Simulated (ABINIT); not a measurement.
```xyz
2
Lattice="3.2321 0.0000 0.0000 0.0000 3.2321 0.0000 0.0000 0.0000 3.2321" Properties=species:S:1:pos:R:3 pbc="T T T"
In     0.0000     0.0000     0.0000
Pd     1.6160     1.6160     1.6160
```

Level of theory: PBE, PAW (JTH v2.0 PBE PAW) (plane waves; ABINIT).

The set-up and first iterations of an ABINIT log for InPd (Pm-3m, 2 atoms in the cell):

```
 Symmetries : space group Pm -3 m (#221); Bravais cP (primitive cubic)

 -outvars: echo values of preprocessed input variables --------
            acell      1.0000000000E+00  1.0000000000E+00  1.0000000000E+00 Bohr
             ecut      2.40000000E+01 Hartree
           enunit           2
              ixc          11
         kptrlatt       13    0    0      0   13    0      0    0   13
          kptrlen      7.94010421E+01
            natom           2
            nband          22
            ngfft          30      30      30
          ngfftdg          40      40      40
             nkpt          84
            nstep          50
             nsym          48
           ntypat           2
           occopt           7
        pawecutdg      4.80000000E+01 Hartree
         pawxcdev           0
            rprim      6.1077724690E+00  0.0000000000E+00  0.0000000000E+00
   [... lines left out ...]
                       5.0000000000E-01  5.0000000000E-01  5.0000000000E-01
            znucl       49.00000   46.00000

== DATASET  1 ==================================================================

 Exchange-correlation functional for the present dataset will be:
  GGA: Perdew-Burke-Ernzerhof functional - ixc=11
 Citation for XC functional:
  J.P.Perdew, K.Burke, M.Ernzerhof, PRL 77, 3865 (1996)

 Real(R)+Recip(G) space primitive vectors, cartesian coordinates (Bohr,Bohr^-1):
 R(1)=  6.1077725  0.0000000  0.0000000  G(1)=  0.1637258  0.0000000  0.0000000
 R(2)=  0.0000000  6.1077725  0.0000000  G(2)=  0.0000000  0.1637258  0.0000000
 R(3)=  0.0000000  0.0000000  6.1077725  G(3)=  0.0000000  0.0000000  0.1637258
 Unit cell volume ucvol=  2.2784975E+02 bohr^3
 Angles (23,13,12)=  9.00000000E+01  9.00000000E+01  9.00000000E+01 degrees

 Coarse grid specifications (used for wave-functions):

 getcut: wavevector=  0.0000  0.0000  0.0000  ngfft=  30  30  30
         ecut(hartree)=     24.000   => boxcut(ratio)=   2.22724

 Fine grid specifications (used for densities):

 getcut: wavevector=  0.0000  0.0000  0.0000  ngfft=  40  40  40
         ecut(hartree)=     48.000   => boxcut(ratio)=   2.09987

   2.20668918E+03                                ecore*ucvol(ha*bohr**3)

_setup2: Arith. and geom. avg. npw (full set) are    1279.603    1279.590
--- !BeginCycle
solver: {iscf: 17, nstep: 50, nline: 4, wfoptalg: 10, }
tolerances: {tolvrs: 1.00E-11, }
...

     iter   Etot(hartree)      deltaE(h)  residm     nres2
 ETOT  1  -178.30079253899    -1.783E+02 7.577E+01 7.302E+01
 ETOT  2  -186.93779090049    -8.637E+00 4.586E-01 3.443E+01
 ETOT  3  -186.89117810280     4.661E-02 9.885E-02 7.224E+00
 ETOT  4  -186.90003484050    -8.857E-03 1.390E-02 5.178E+00
 ETOT  5  -186.89437962427     5.655E-03 2.248E-02 1.609E+00
```

Question: Will this run converge, and how will it end?

Answer: The run converged in 27 iterations. Convergence of the loop says nothing yet on basis, mesh or lower states. It ends on: free energy E − TS -5085.60 eV; Fermi level (on the code's own zero) 10.73 eV; pressure 8.95 GPa. The log goes on:

```
   [... 18 lines left out ...]
 ETOT 24  -186.89225338625    -2.646E-11 8.056E-05 1.623E-09
 ETOT 25  -186.89225338625    -8.527E-13 1.362E-04 5.771E-10
 ETOT 26  -186.89225338625    -1.165E-12 7.470E-05 1.312E-11
 ETOT 27  -186.89225338625    -8.242E-13 1.316E-04 6.391E-13
 At SCF step   27       nres2   =  6.39E-13 < tolvrs=  1.00E-11 =>converged.

 Cartesian components of stress tensor (hartree/bohr^3)
  sigma(1 1)= -3.04164496E-04  sigma(3 2)=  0.00000000E+00
  sigma(2 2)= -3.04164496E-04  sigma(3 1)=  0.00000000E+00
  sigma(3 3)= -3.04164496E-04  sigma(2 1)=  0.00000000E+00

 ----iterations are completed or convergence reached----

 reduced coordinates (array xred) for    2 atoms
       0.000000000000      0.000000000000      0.000000000000
       0.500000000000      0.500000000000      0.500000000000
 cartesian forces (eV/Angstrom) at end:
    1     -0.00000000000000    -0.00000000000000    -0.00000000000000
    2     -0.00000000000000    -0.00000000000000    -0.00000000000000
 frms,max,avg= 0.0000000E+00 0.0000000E+00   0.000E+00  0.000E+00  0.000E+00 e/A
 length scales=  1.000000000000  1.000000000000  1.000000000000 bohr
              =  0.529177208590  0.529177208590  0.529177208590 angstroms
   [... lines left out ...]
 Fermi (or HOMO) energy (hartree) =   0.39429   Average Vxc (hartree)=  -0.44666
 Fermi (or HOMO) energy (eV) =  10.72925   Average Vxc (eV)= -12.15429
   [... lines left out ...]
local_psp           : -1.01326619103279E+02
internal            : -1.86891724971006E+02
'-kT*entropy'       : -5.28018145692205E-04
total_energy        : -1.86892252989151E+02
total_energy_eV     : -5.08559683654803E+03
...

-Cartesian components of stress tensor (GPa)         [Pressure=  8.9488E+00 GPa]
- sigma(1 1)= -8.94882691E+00  sigma(3 2)=  0.00000000E+00
- sigma(2 2)= -8.94882691E+00  sigma(3 1)=  0.00000000E+00
- sigma(3 3)= -8.94882691E+00  sigma(2 1)=  0.00000000E+00

 Calculation completed.
```

For comparison: a first run was changed to give this one (lattice scaled by 0.98), and from it to this one the free energy rises by 30.9 meV/atom and the pressure goes from 0.71 to 8.95 GPa.

The starting cell comes from a database of computed structures (which also holds hypothetical and non-ambient phases and stackings), without a prior relaxation at this level. Its lattice was rescaled by a random factor within 2.5 % of one. For this run, on top of that: lattice scaled by 0.98. Spin polarisation is off. With a pressure of about 9 GPa the cell is away from its equilibrium volume at this level.

The run was DFT, PBE, plane waves, PAW (JTH v2.0 PBE PAW). Main settings of its input:

- pseudos: [In.GGA_PBE-JTH.xml, Pd.GGA_PBE-JTH.xml]
- ecut: 48 Ry
- pawecutdg: 96 Ry
- pawxcdev: 0
- ixc: 11
- occopt: 7
- tsmear: 0.2 eV
- ngkpt: 13 13 13
- nshiftk: 1
- shiftk: 0 0 0
- potentials: JTH v2.0 PBE PAW
- nband: 22
